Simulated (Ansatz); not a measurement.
**Ansatz (a program for electronic structure) run on Al2Cu (I4/mcm, 6 atoms in the cell): self-consistent single point**

Method of the run: PBE (plane waves, PAW; Ansatz).

Input:

Ansatz 0.2 input:
```yaml
# Al2Cu
crystal:
  lattice:
    - [-2.933824, 2.933824, 2.340813]
    - [2.933824, -2.933824, 2.340813]
    - [2.933824, 2.933824, -2.340813]
  atoms:
    - { symbol: Al, position: [0.841390, 0.658610, 0.500000] }
    - { symbol: Al, position: [0.158610, 0.341390, 0.500000] }
    - { symbol: Al, position: [0.658610, 0.158610, 0.817220] }
    - { symbol: Al, position: [0.341390, 0.841390, 0.182780] }
    - { symbol: Cu, position: [0.250000, 0.250000, 0.000000] }
    - { symbol: Cu, position: [0.750000, 0.750000, 0.000000] }
kpoints:
  mp_grid: { grid: [7, 7, 7] }
hamiltonian:
  xc: pbe
  pseudopotentials: { kind: paw }
scf:
  occupations: { method: gaussian, width: 0.2 eV }
output:
  forces: true
  eigenvalues: true
  stress: true
```

Output, abridged:

```
WARN basis.ecutwfc = 420 eV, the default
WARN ansatz: RAYON_NUM_THREADS=1 ignored (pool sized by the plan → 1); use --threads N
Pseudopotentials: kind: paw
Pseudopotential: Al, paw, valence charge 3
Pseudopotential: Cu, paw, valence charge 19
Crystal: 6 atoms, lattice volume = 80.593 Å³
Basis set: ecut = 420 eV, 1543 PW (Γ), exchange–correlation on 64×64×64 points (8 copies of the dense FFT grid, shifted against one another)
Bands: 31, of which v1, the nominal top of the filled ones, is band 25 counted from 1 (24 counted from 0)
Symmetry: 16 space group operations
Space group: I4/mcm (ITA 140), of the structure as read, at distance tolerance 4.3e-5 Å
k-points: 40 of 343
Initial density: superposition of atomic densities (neutral atoms: chi_scale 0, normalization atom), corrected by the library's trained network
Initial wavefunctions: pseudopotential atomic-orbital guess
Eigensolver: davidson
Functional: x = pbe(κ = 0.804, μ = 0.2195149727645171), c = pbe(β = 0.06672455060314922)
SCF iter   1: F=—  HF=-15401.006684 eV  |F-HF|=—  |Δ(HF+E_count)|=         —  Δρ=4.83e-3  dr2=1.43e-2  ethr=1.77e-3  ⟨swp⟩=7.7  Hψ=6079  notcnv=0
all-band conjugate gradients solve this SCF's bands
preconditioner: auto → Kerker (q_TF=auto, 2.520 Å⁻¹)
SCF iter   2: F=—  HF=-15401.006240 eV  |F-HF|=—  |Δ(HF+E_count)|=   4.45e-4  Δρ=1.46e-3  dr2=9.16e-4  ethr=2.85e-5  ⟨swp⟩=2.1  Hψ=2026  notcnv=0
SCF iter   3: F=—  HF=-15401.005966 eV  |F-HF|=—  |Δ(HF+E_count)|=   2.74e-4  Δρ=8.04e-4  dr2=6.97e-4  ethr=1.83e-6  ⟨swp⟩=2.2  Hψ=1976  notcnv=0
SCF iter   4: F=—  HF=-15401.005929 eV  |F-HF|=—  |Δ(HF+E_count)|=   3.65e-5  Δρ=3.94e-4  dr2=1.71e-4  ethr=1.39e-6  ⟨swp⟩=1.4  Hψ=1264  notcnv=0
SCF iter   5: F=—  HF=-15401.005912 eV  |F-HF|=—  |Δ(HF+E_count)|=   1.67e-5  Δρ=7.64e-5  dr2=6.87e-6  ethr=3.43e-7  ⟨swp⟩=2.3  Hψ=1686  notcnv=0
SCF iter   6: F=—  HF=-15401.005907 eV  |F-HF|=—  |Δ(HF+E_count)|=   5.76e-6  Δρ=2.14e-5  dr2=3.35e-7  ethr=1.37e-8  ⟨swp⟩=2.1  Hψ=1872  notcnv=0
SCF iter   7: F=-15401.005907 eV  HF=-15401.005907 eV  |F-HF|=8.68e-9  |Δ(HF+E_count)|=   5.50e-8  Δρ=2.64e-6  dr2=4.64e-9  ethr=2.00e-10  ⟨swp⟩=6.9  Hψ=5079  notcnv=0
SCF 1 converged in 7 iterations: F = -15401.005907 eV  dr2 = 4.64e-9
SCF converged after 7 iterations
Free energy (F): -15401.005907 eV
Harris-Foulkes:  -15401.005907 eV  (|F-HF|=8.68e-9)
Internal energy: -15400.975443 eV  (E = F + TS)
E sigma→0 (E₀):  -15400.990675 eV
Entropy (-TS):   -0.030464 eV (-5.077 meV/atom)
Fermi energy:    11.903520 eV
--- Per-component energies (eV) ---
  E_band       = -875.937064
  E_kinetic    = 700.890550
  E_local      = -12200.939555  (includes V_loc(G=0)·N_el)
  E_nonlocal   = 807.551007
  E_hartree    = 5534.449000
  E_xc         = -345.040891
  E_vxc        = -356.337737  (∫ρ·V_xc dr)
  E_paw        = -5183.253146  (= ΣΔE_a)
  E_vpaw       = -895.991556  (= ΣTr[D̂ρ^β])
  E_aug_tail   = 0.000566  (compensation charges beyond the density's cutoff)
  E_ewald      = -4714.632974
  E_smearing   = -0.030464  (= −TS)
  E_closure    = -0.000000  (closes the sum)
  Σ components = -15401.005907   (vs F -15401.005907, Δ=0.00e0)
--- Forces (eV/Å), atoms counted from 1 ---
  atom   1  Al    -0.09732982     0.09732982     0.00000000
  atom   2  Al     0.09732982    -0.09732982     0.00000000
  atom   3  Al    -0.09732982    -0.09732982     0.00000000
  atom   4  Al     0.09732982     0.09732982     0.00000000
  atom   5  Cu     0.00000000     0.00000000     0.00000000
  atom   6  Cu     0.00000000     0.00000000     0.00000000
  max |Σ_I F_I| component: 2.78e-17 eV/Å
--- Stress (GPa, compression-positive) ---
       12.294316       0.000000       0.000000
        0.000000      12.294316       0.000000
        0.000000       0.000000      15.578611
  P = ⅓ Tr σ = 13.3891 GPa (133.891 kbar)
  The stress holds the Pulay correction. Without it, at fixed plane waves, as pw.x and ABINIT print it: P = 13.3113 GPa
--- Band table (eV; the first three rows and the last of 40) ---
  k-point 0: bands = ["-102.2285", "-102.2132", "-59.6061", "-59.6048", "-59.6048", "-59.5906", "-59.5906", "-59.4569", "0.2998", "6.0021", "6.1758", "6.1919", "6.1919", "7.2234", "7.3914", "7.7428", "8.0971", "8.4169", "8.4169", "8.5684", "8.5684", [...]
  k-point 1: bands = ["-102.2285", "-102.2132", "-59.6061", "-59.6048", "-59.6048", "-59.5906", "-59.5906", "-59.4569", "0.4780", "5.6813", "6.1525", "6.1670", "6.2472", "7.1256", "7.4240", "7.6055", "7.6509", "7.9465", "8.4155", "8.4169", "8.8091", [...]
  k-point 2: bands = ["-102.2285", "-102.2133", "-59.6061", "-59.6048", "-59.6048", "-59.5906", "-59.5906", "-59.4569", "1.0078", "4.4654", "6.0764", "6.2399", "6.3892", "6.9646", "7.1951", "7.3264", "7.5143", "7.8594", "8.4124", "8.4169", "9.2161", [...]
  k-point 39: bands = ["-102.2285", "-102.2133", "-59.6062", "-59.6049", "-59.6048", "-59.5906", "-59.5906", "-59.4569", "3.3889", "4.3820", "4.6007", "5.4406", "6.1280", "6.4215", "6.4969", "7.0431", "7.2603", "7.3429", "7.3583", "7.7058", [...]
```

The run converged in 7 iterations.

The starting cell comes from a database of computed structures (which also holds hypothetical and non-ambient phases and stackings), without a prior relaxation at this level. Its lattice was rescaled by a random factor within 2.5 % of one. Spin polarisation is off. With a pressure of about 13 GPa the cell is away from its equilibrium volume at this level. Ansatz's pressure includes its estimate of the finite-basis (Pulay) stress.
